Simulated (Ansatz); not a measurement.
## Effect of x(Cr) = 0.25, 4 atoms, R-3m on Mo

Start from Mo in the bcc (W type) structure (space group Im-3m, No. 229; a = 3.130 Å).

The other end (x = 1) is Cr in the bcc (W type) structure (space group Im-3m, No. 229; non-magnetic): 11.14 Å³/atom, gap zero.

One thing is altered: a fraction x = 0.25 of the Mo sites is given to Cr, ordered in a cell of 4 atoms (starting symmetry R-3m) and fully relaxed.

Level of theory: PBEsol (Ansatz, a quantum-chemistry and plane-wave program, PAW, no spin-orbit coupling). k-mesh 17×17×17 (Γ-centred); smearing 0.05 eV (Fermi–Dirac), for the changed cell.

The volume per atom falls by 0.93 Å³, from 15.33 Å³ to 14.40 Å³ and the density decreases by 0.60 g/cm³ to 9.80 g/cm³. The band gap is still zero and the mixing energy is +0.08 eV/atom (to 0.01 eV only: unlike meshes or grids).

Final structure:

```xyz
4
Lattice="4.3274 2.4984 0.8879 -4.3274 2.4984 0.8879 0.0000 -4.9968 0.8879" Properties=species:S:1:pos:R:3 pbc="T T T"
Mo     0.0000    -2.4984     0.4439
Mo    -2.1637     1.2492     0.4439
Cr     0.0000     0.0000     1.3318
Mo     2.1637     1.2492     0.4439
```

Each cell is one ordered arrangement of few atoms, which overstates ordering effects compared with a random alloy. No phonon test of stability was made. Starting moments died away, wholly or in part, for x(Cr) = 0.25, 4 atoms, R-3m and Mo → Cr; another magnetic solution may exist. All final runs are without spin polarisation. Real Cr is antiferromagnetic at low temperature and ambient pressure, an order that this cell doesn't hold.
